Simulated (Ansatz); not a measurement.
Si15P, liquid, 64 atoms, at several temperatures near zero pressure, 5.4 to 8.6 ps sampled at each; residual pressures blur the volumes. Level of theory: PBE (plane waves, PAW; Ansatz, a program for electronic structure). Each row is a separate MD run. k-points: one point, (1/4, 1/4, 1/4); no spin polarisation or spin-orbit coupling. On one frame of each DFT run, denser k-meshes moved the pressure by 0.02 to 0.11 GPa and the forces by up to 0.11 eV/Å rms. Nuclei are classical. No melting point of this composition is cited, so it may be supercooled at 1498 K. Block errors of the runs reach ±11 K and ±0.15 GPa; they miss slow fluctuations and the cell's size. Runs that failed, or whose walks weren't shown free of jumps between electronic states, aren't listed. In preparation the cell's shape was held. The solute's share, one atom in sixteen, is far above doping levels in devices. Diffusion coefficients are uncertain by up to 15 % (spread between four groups of atoms) and carry no finite-size correction.

| 1000/T (1/K) | T (K) | P (GPa) | V (Å³/atom) | first peak of g(P-Si) (Å) | its height | D(Si) (10⁻⁵ cm²/s) |
|---|---|---|---|---|---|---|
| 0.667 | 1498 | -0.53 | 19.07 | 2.32 | 2.4 | 20 |
| 0.585 | 1708 | 0.47 | 18.67 | 2.35 | 2.3 | 26 |
| 0.530 | 1887 | 0.13 | 19.01 | 2.31 | 2.3 | 26 |
| 0.468 | 2135 | 0.29 | 19.42 | 2.35 | 2.2 | ? |
| 0.447 | 2239 | 0.08 | 19.72 | 2.26 | 1.5 | 34 |

Q: Fit ln D linearly in (1000/T) on the other rows and predict the withheld entries (an interpolation); show the fit.

A: 
- D(Si) (10⁻⁵ cm²/s): a least-squares line through the 4 other rows gives ln D = 4.525 − 2.27 × (1000/T), so 32 at (1000/T) = 0.468. The run gave 30, 1.9 below the line (13 % of the span of this column). The slope gives an activation energy of about 0.20 eV.
